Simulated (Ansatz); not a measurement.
Here is the system:

```xyz
4
Lattice="3.1964 0.0000 0.0000 -1.5982 2.7682 0.0000 0.0000 0.0000 5.0097" Properties=species:S:1:pos:R:3 pbc="T T T"
Si     0.0000     1.8454    -0.0131
Si     1.5982     0.9227     2.4918
C      0.0000     1.8454     1.8918
C      1.5982     0.9227     4.3966
```

Computed with PBE with spin-orbit coupling, rigid bands (plane waves, PAW; Ansatz, an electronic-structure program). Condition of this run: biaxial stress in the c plane of -20 GPa (compression positive) (the target of the relaxation). Cell: cell and atoms relaxed with PBEsol, then loaded as said.

Task: What conductivity effective mass do dilute holes have at 300 K?

Result: 1.45 (x), 1.45 (y), 0.30 (z) mₑ.

Task: Predict the electron conductivity mass (n e² τ/σ) at 300 K, by direction if it differs.

Result: 0.25 (x), 0.25 (y), 1.00 (z) mₑ.

Task: And the band gap?

Result: 2.17 eV at this level; semilocal functionals usually fall short of the measured gap.

Rigid bands, one relaxation time for all states, no polarons. Geometry: cell and atoms relaxed with PBEsol.
